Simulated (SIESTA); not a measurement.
A self-consistent single point of Ta2O5 (I4/mmm, 7 atoms in the cell) with SIESTA

Level of theory: LDA PW92, numerical atomic orbitals DZP, PseudoDojo LDA standard norm-conserving potentials (rewritten from UPF to PSML) run with SIESTA.

This input was run:

```
# files in the folder: Ta.psml O.psml (PseudoDojo LDA standard)
SystemName  Ta2O5
SystemLabel Ta2O5

NumberOfAtoms                7
NumberOfSpecies              2
%block ChemicalSpeciesLabel
  1 73 Ta
  2 8 O
%endblock ChemicalSpeciesLabel
LatticeConstant              1.0 Ang
%block LatticeVectors
    -2.651725000    2.651725000    4.793525000
     2.651725000   -2.651725000    4.793525000
     2.651725000    2.651725000   -4.793525000
%endblock LatticeVectors
AtomicCoordinatesFormat      ScaledCartesian
%block AtomicCoordinatesAndAtomicSpecies
    -0.000000000    0.000000000    1.899098734  1
     0.000000000   -0.000000000    7.687951265  1
     0.000000000    0.000000000    0.000000000  2
    -1.325862500    1.325862500    2.396762500  2
     1.325862500    1.325862500   -2.396762500  2
     1.325862500   -1.325862500    2.396762500  2
     1.325862500    1.325862500    2.396762500  2
%endblock AtomicCoordinatesAndAtomicSpecies

XC.functional                LDA
XC.authors                   PW92
PAO.BasisSize                DZP
PAO.EnergyShift              0.01 Ry
MeshCutoff                   350 Ry
%block kgrid.MonkhorstPack
    6   0   0  0.0
    0   6   0  0.0
    0   0   6  0.0
%endblock kgrid.MonkhorstPack
OccupationFunction           FD
ElectronicTemperature        10 K

MaxSCFIterations             150
SCF.Mixer.Method             Pulay
SCF.Mixer.Weight             0.2
SCF.Mixer.History            8
SCF.DM.Tolerance             1.0E-05
Diag.ParallelOverK           true
WriteForces                  true
Charge.Mulliken              end
```

Output, abridged:

```
reinit: Reading from file input.fdf

reinit: System Name: Ta2O5
reinit: System Label: Ta2O5

coor:   Atomic-coordinates input format  =     Cartesian coordinates
coor:                                          (in units of alat)

siesta: Atomic coordinates (Bohr) and species
siesta:     -0.00000   0.00000   3.58878  1        1
siesta:      0.00000  -0.00000  14.52812  1        2
siesta:      0.00000   0.00000   0.00000  2        3
siesta:     -2.50552   2.50552   4.52922  2        4
siesta:      2.50552   2.50552  -4.52922  2        5
siesta:      2.50552  -2.50552   4.52922  2        6
siesta:      2.50552   2.50552   4.52922  2        7

siesta: System type = bulk

initatomlists: Number of atoms, orbitals, and projectors:      7   103   129

siesta: ******************** Simulation parameters ****************************
redata: Spin configuration                          = none
redata: Time-Reversal Symmetry                      = T
redata: Number of Atomic Species                    =        2
redata: Mesh Cutoff                                 =   350.0000 Ry
redata: Net charge of the system                    =     0.0000 |e|
redata: Min. number of SCF Iter                     =        0
redata: Max. number of SCF Iter                     =      150
redata: SCF convergence failure will abort job
redata: SCF mix quantity                            = Hamiltonian
redata: Mix DM or H after convergence               =   F
redata: Recompute H after scf cycle                 =   F
redata: Mix DM in first SCF step                    =   T
redata: No kicks to SCF
redata: DM Mixing Weight for Kicks                  =     0.5000
redata: Require Harris convergence for SCF          =   F
redata: Harris energy tolerance for SCF             =     0.000100 eV
redata: Require DM convergence for SCF              =   T
redata: DM tolerance for SCF                        =     0.000010
   [... lines left out ...]
diag: Parallel distribution                         =     1 x     1
diag: Used triangular part                          = Lower
diag: Absolute tolerance                            =  0.100E-15
diag: Orthogonalization factor                      =  0.100E-05
diag: Memory factor                                 =  1.0000

superc: Internal auxiliary supercell:     5 x     5 x     5  =     125
superc: Number of atoms, orbitals, and projectors:    875  12875  16125

                        Single-point calculation

superc: Internal auxiliary supercell:     5 x     5 x     5  =     125
superc: Number of atoms, orbitals, and projectors:    875  12875  16125

outcell: Unit cell vectors (Ang):
       -2.651725    2.651725    4.793525
        2.651725   -2.651725    4.793525
        2.651725    2.651725   -4.793525

outcell: Cell vector modules (Ang)   :    6.086146    6.086146    6.086146
outcell: Cell angles (23,13,12) (deg):    128.3405    128.3405     76.0741
outcell: Cell volume (Ang**3)        :    134.8255
new_DM -- step:     1
Initializing Density Matrix...

Attempting to read DM from file... Failed...
DM filled with atomic data:

InitMesh: MESH = 60 x 60 x 50 = 180000
InitMesh: Mesh cutoff (required, used) =   350.000   363.733 Ry

stepf: Fermi-Dirac step function
        iscf     Eharris(eV)        E_KS(eV)     FreeEng(eV)     dDmax    Ef(eV) dHmax(eV)
   scf:    1    -5738.406667    -5772.906485    -5772.906485  1.864431 -6.642828 14.245121
   scf:    2    -5802.887600    -5790.373952    -5790.373952  0.108701 -3.672402  8.055560
   scf:    3    -5795.077713    -5794.643134    -5794.643134  0.071767 -4.393749  1.704407
   scf:    4    -5793.416249    -5794.413750    -5794.413750  0.058103 -4.650972  2.359082
   scf:    5    -5795.206765    -5794.923122    -5794.923122  0.030904 -3.945244  0.530832
   scf:    6    -5794.728914    -5794.890638    -5794.890638  0.022495 -4.288205  0.692455
   scf:    7    -5794.972404    -5794.952734    -5794.952734  0.008565 -4.112355  0.051867
   scf:    8    -5794.952403    -5794.952776    -5794.952776  0.000861 -4.089217  0.034799
   scf:    9    -5794.952965    -5794.952909    -5794.952909  0.000646 -4.099394  0.010152
   scf:   10    -5794.952914    -5794.952913    -5794.952913  0.000106 -4.099104  0.001778
   scf:   11    -5794.952913    -5794.952913    -5794.952913  0.000033 -4.099369  0.000234
   scf:   12    -5794.952913    -5794.952913    -5794.952913  0.000003 -4.099327  0.000023
SCF Convergence by DM+H criterion
max |DM_out - DM_in|         :     0.0000031306
max |H_out - H_in|      (eV) :     0.0000233922
SCF cycle converged after 12 iterations

Using DM_out to compute the final energy and forces

siesta: E_KS(eV) =            -5794.9529

siesta: E_KS - E_eggbox =     -5794.9529

siesta: Atomic forces (eV/Ang):
     1    0.002642    0.002642   -0.194455
     2   -0.002642   -0.002642    0.194455
     3   -0.000000   -0.000000    0.000000
     4   -0.000000   -0.000000   -0.000000
     5    0.000000    0.000000   -0.000000
     6   -0.000000   -0.000000   -0.000000
     7   -0.000000   -0.000000    0.000000
   Tot   -0.000000   -0.000000   -0.000000
   Max    0.194455
   Res    0.060021    sqrt( Sum f_i^2 / 3N )
   Max    0.194455    constrained

Stress tensor Voigt[x,y,z,yz,xz,xy] (kbar):       83.43       83.43       53.23        0.03        0.03        0.45
(Free)E + p*V (eV/cell)    -5801.1266
Target enthalpy (eV/cell)    -5794.9529

siesta: Program's energy decomposition (eV):
siesta: Ebs     =     -1275.168203
siesta: Eions   =      7972.299870
siesta: Ena     =      1162.334712
siesta: Ekin    =      2435.792100
siesta: Enl     =      -128.924034
siesta: Eso     =         0.000000
siesta: Edftu   =         0.000000
siesta: DEna    =        55.317924
siesta: DUscf   =         6.125762
siesta: DUext   =         0.000000
siesta: Ex      =     -1224.485154
siesta: Ec      =      -128.814352
siesta: Exc     =     -1353.299507
siesta: Eharris =     -5794.952913
siesta: Etot    =     -5794.952913
siesta: FreeEng =     -5794.952913

siesta: Atomic forces (eV/Ang):
siesta:      1    0.002642    0.002642   -0.194455
siesta:      2   -0.002642   -0.002642    0.194455
siesta:      3   -0.000000   -0.000000    0.000000
siesta:      4   -0.000000   -0.000000   -0.000000
siesta:      5    0.000000    0.000000   -0.000000
siesta:      6   -0.000000   -0.000000   -0.000000
siesta:      7   -0.000000   -0.000000    0.000000
siesta: ----------------------------------------
siesta:    Tot   -0.000000   -0.000000   -0.000000

siesta: Stress tensor (static) (eV/Ang**3):
   [... lines left out ...]
siesta: Cell volume =        134.825474 Ang**3
siesta:         -73.36425113        -77.82315310  kBar
   [... lines left out ...]

mulliken: Atomic and Orbital Populations:

Species: Ta
Atom  Qatom  Qorb
               5s      6s      6s      5py     5pz     5px     6py     6pz
               6px     5dxy    5dyz    5dz2    5dxz    5dx2-y2 5dxy    5dyz
               5dz2    5dxz    5dx2-y2
   1 11.872   1.972   0.424  -0.064   1.990   1.980   1.990   0.241   0.261
              0.241   0.371   0.520   0.376   0.520   0.487   0.261   0.034

              0.168   0.034   0.069
   2 11.872   1.972   0.424  -0.064   1.990   1.980   1.990   0.241   0.261
              0.241   0.371   0.520   0.376   0.520   0.487   0.261   0.034

              0.168   0.034   0.069

Species: O
Atom  Qatom  Qorb
               2s      2s      2py     2pz     2px     2py     2pz     2px
               3Pdxy   3Pdyz   3Pdz2   3Pdxz   3Pdx2-y2
   3  6.448   1.667   0.060   1.654   1.451   1.654  -0.043   0.033  -0.043
              0.001   0.005   0.004   0.005   0.000
   4  6.452   1.684   0.047   1.620   1.604   1.620  -0.052  -0.038  -0.052
   [... 7 lines left out ...]

mulliken: Qtot =       56.000

Mulliken Atomic Populations:
Atom #   charge [q] valence [e]  Species
     1     1.127995   11.872005  Ta
     2     1.127995   11.872005  Ta
     3    -0.448256    6.448256  O
     4    -0.451918    6.451918  O
     5    -0.451951    6.451951  O
     6    -0.451918    6.451918  O
     7    -0.451948    6.451948  O
 Total    -0.000000
```

The run converged in 12 iterations.

The starting cell comes from a database of computed structures (which also holds hypothetical and non-ambient phases and stackings), without a prior relaxation at this level. Values carry the incompleteness of an atom-centred basis. With a pressure of about -7 GPa the cell is away from its equilibrium volume at this level.

Cost on one core of a shared machine: roughly 30 s.
